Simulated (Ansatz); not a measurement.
C on the 1x1 (111) surface of fcc Pd, one in a 2x2 cell, energies for each (26.9 Å²). Energies are against an atom of graphite, without zero-point or thermal terms; each row is named by its start.

The numbers are results of PBE (plane waves to 420 eV, PAW; Ansatz, a quantum-chemistry and plane-wave program), not measurements.

Set-up: 17 atoms, 6.8 Å thick at the start under the adsorbate (thin: gaps and levels are the slab's own); mesh 6x6x1; 0.1 eV smearing; dipole correction on; 8 atoms held, the rest relaxed; each run with such symmetry as its start has; spin where the adsorbate may keep a moment, no spin-orbit, no U, no dispersion correction.

A negative adsorption energy means that the adsorbate is more stable on the surface than in its reference. Starts that drift may end in the same place. Heights count from the host atoms within 0.3 Å of the top one.

| starting site | E_ads (eV) | height (Å) | nearest host atom (Å) | bonded to | Δ work function (eV) | lateral drift (Å) | moment (μB) |
|---|---|---|---|---|---|---|---|
| top Pd | 3.43 | 1.70 | Pd 1.71 | Pd | 0.28 | 0.0 | 0.0 |
| hollow Pd-Pd-Pd over Pd at depth 2.3 Å | 0.86 | 0.95 | Pd 1.88 | 3 Pd | 0.21 | 0.0 | – |
| hollow Pd-Pd-Pd over Pd at depth 4.5 Å | 0.90 | 0.94 | Pd 1.88 | 3 Pd | 0.25 | 0.0 | – |
| bridge Pd-Pd (span 2.8 Å) | 0.86 | 0.95 | Pd 1.88 | 3 Pd | 0.21 | 0.8 | – |
